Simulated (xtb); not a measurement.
xtb 6.7.1, GFN1-xTB: [CH3][Al]([CH3])[SiH2][SiH](F)F, 16 atoms. The geometry is a generated start, not checked to be a minimum at this level.

| Quantity | Result |
|---|---|
| run flags | --grad |
| method | GFN1-xTB |
| --acc | 1 (default) |
| --etemp (K) | 300 (default) |
| basis functions | 64 |
| valence electrons | 42 |

```xyz
16

Si     2.6314     0.4135    -1.3581
F      2.1365    -0.4789    -2.6028
F      4.1953     0.0428    -1.3680
Si     1.5223    -0.2958     0.5436
Al    -0.9066    -0.1126     0.4708
C     -1.9157    -0.2089     2.1855
C     -1.8565     0.1408    -1.2602
H      2.6136     1.7668    -1.8890
H      2.0511    -1.6534     0.8451
H      2.1194     0.5037     1.6499
H     -1.5001    -0.9531     2.8769
H     -2.9709    -0.4713     2.0372
H     -1.9127     0.7396     2.7362
H     -2.6497     0.8976    -1.1880
H     -1.2016     0.4471    -2.0870
H     -2.3559    -0.7781    -1.5922
```

One run each on 1 thread. Values of broydamp tried: 0.02, 0.05, 0.1, 0.2, 0.4 (default), 0.6, 0.8, 1.

How does the count of SCC iterations change with broydamp, and where is it least?

Fewest SCC iterations, within one of each other: 0.4 (default) with 10, 0.6 with 10, 0.8 with 11. The count rises to 18 at 0.02. All converge to one solution.

| broydamp | SCC iterations | end |
|---|---|---|
| 0.02 | 18 | same solution |
| 0.05 | 16 | same solution |
| 0.1 | 14 | same solution |
| 0.2 | 13 | same solution |
| 0.4 (default) | 10 | same solution |
| 0.6 | 10 | same solution |
| 0.8 | 11 | same solution |
| 1 | 12 | same solution |
